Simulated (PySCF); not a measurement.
PySCF 2.14.0, PBE0/def2-svp, df: Se(Cl)4 (Cl[Se](Cl)(Cl)Cl), 5 atoms. The geometry is a generated start, not checked to be a minimum at this level.

```json
{
 "task": "energy",
 "method": "pbe0",
 "basis": "def2-svp",
 "two_electron_scheme": "density fitting",
 "mol.max_memory": "3000 MB",
 "mf.max_cycle": "100",
 "mf.conv_tol": "1e-09 (default)",
 "mf.grids.level": "3 (default)",
 "basis_functions": "104",
 "grid_points": "95944"
}
```

```xyz
5

Se    -0.0002    -0.0063     0.5272
Cl     1.0553    -1.3248    -0.7582
Cl     1.8188     1.4446     0.5055
Cl    -1.0428     1.3283    -0.7477
Cl    -1.8311    -1.4418     0.4733
```

With the defaults (mf.DIIS = CDIIS, mf.diis = true, newton = off, mf.damp = 0, mf.diis_start_cycle = 1, mf.init_guess = minao, mf.diis_space = 8) it converges in 13 Fock builds. One run each on 2 threads, 1 BLAS thread, with these changes:
- mf.diis = false
- mf.DIIS = ADIIS
- mf.DIIS = EDIIS
- mf.diis = false, mf.damp = 0.7, mf.diis_start_cycle = 999
- newton = Hessian by the SCF's own integrals
- mf.init_guess = sap
- mf.diis_space = 12
- mf.diis_space = 3
- mf.diis_space = 5

### Question
Which of these changes keep the SCF from converging, or lead it to another solution?

### Answer
No convergence: mf.DIIS = EDIIS; mf.diis = false (the run ends without SCF convergence in 100 cycles). The rest reach the solution of the defaults.

| setting | Fock builds | end |
|---|---|---|
| the defaults | 13 | same solution |
| mf.init_guess = sap | 13 | same solution |
| mf.diis_space = 12 | 13 | same solution |
| mf.diis_space = 5 | 13 | same solution |
| mf.diis_space = 3 | 15 | same solution |
| mf.DIIS = ADIIS | 17 | same solution |
| mf.diis = false, mf.damp = 0.7, mf.diis_start_cycle = 999 | 29 | same solution |
| newton = Hessian by the SCF's own integrals | 47 | same solution |
| mf.DIIS = EDIIS | 101 | no convergence |
| mf.diis = false | 101 | no convergence |

Under newton the count holds the products with the orbital Hessian.
